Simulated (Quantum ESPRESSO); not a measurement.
# Equation of state of BaTiO3 (space group 99): energy against volume (Quantum ESPRESSO, LDA)

```
CELL_PARAMETERS angstrom
      3.83482     0.00000     0.00000
      0.00000     3.83482     0.00000
      0.00000     0.00000     3.88287
ATOMIC_POSITIONS crystal
  Ba 0.00000 0.00000 0.00000
  Ti 0.50000 0.50000 0.51300
  O  0.50000 0.50000 0.97700
  O  0.00000 0.50000 0.48700
  O  0.50000 0.00000 0.48700
```

Computed with LDA (PZ), GBRV 1.5 ultrasoft (LDA) pseudopotentials (plane waves; Quantum ESPRESSO). Settings: ecutwfc = 65 Ry; ecutrho = 520 Ry; occupations = smearing; smearing = fermi-dirac; degauss = 0.000734986 Ry; potentials = {Ba: ba_lda_v1.uspp.F.UPF, Ti: ti_lda_v1.4.uspp.F.UPF, O: o_lda_v1.2.uspp.F.UPF}; K_POINTS = automatic 8 8 8 0 0 0; conv_thr = 1e-10 Ry; mixing_beta = 0.3. The cell above is the first row's. The rows scale it uniformly. In all rows fractional positions and the k mesh are held. E is the free energy at the stated smearing, counted from the lowest row.

```csv
V (Å^3/atom),E (meV/atom)
11.420,?
11.668,26.83
11.917,10.80
12.165,2.12
12.413,0.00
12.661,3.77
12.910,12.81
13.158,26.57
13.406,44.55
```

The 8 complete rows are fitted with the third-order Birch-Murnaghan form, a cubic in V^(-2/3), E against V. With u = V^(-2/3) - 0.186, the rows have u = 0.008388, 0.005671, 0.003057, 0.000530, -0.001914, -0.004288, -0.006579, -0.008799. Least squares gives E = 0.340 - 877.13·u + 476364·u² + 568283·u³. Residuals (row less fit): -0.004, 0.011, -0.007, -0.009, 0.010, -0.005, 0.003, -0.002; standard error 0.010 (degrees of freedom: 4). Its minimum lies at u = 0.000919, so V0 = (0.186919)^(-3/2) = 12.37. There d²E/du² = 955900 and d³E/du³ = 3410000, so B0 = (4/9) × 12.37^(-7/3) × 955900 × 0.160218 = 192 GPa (the last factor turns the table's units into GPa), and B0' = 4 + (2/3) × 0.186919 × (3410000)/955900 = 4.4. The program's pressures in the fitted runs (not shown) pass through zero at V = 12.37, 0.03 % from this V0.

Question: What does the fit predict for E at V = 11.420, and how far is the calculated value from it?

Answer: u = 0.011192, so E = 0.340 - 877.13 × 0.011192 + 476364 × 0.011192² + 568283 × 0.011192³ = 50.990 meV/atom. The calculation gives 51.07 meV/atom, 0.080 meV/atom above the prediction (0.2 % of the range of E in the table). The row lies outside the fitted rows, so this is an extrapolation. From the scatter of the fitted rows alone, a prediction at this place has a standard error of 0.029 meV/atom, so the miss is 2.7 times that.

Carrying the step between the two nearest rows on in a straight line would have given 42.80, off by 8.27; series whose last step already gives the withheld value aren't shown. The scan was laid around a cell of about the measured size, scaled by a guess for this functional; axis ratios and inner coordinates come from that cell. This is the room-temperature phase, which isn't the ground state. The runs keep the symmetry of the cell, so they don't test it for distortions. Spin-orbit coupling is off. The shape of the cell and the inner coordinates aren't relaxed, so V0 and B0 belong to this uniform scaling; a relaxed crystal lies no higher in energy and is usually softer (forces reach 0.84 eV/Å in these rows). Cutoffs and mesh are single choices, not tested for convergence of this quantity. Series with a scatter that would blur these digits, or in which a gap closes, are not shown. Nor are scans whose minimum lies at an end fitted in this form.
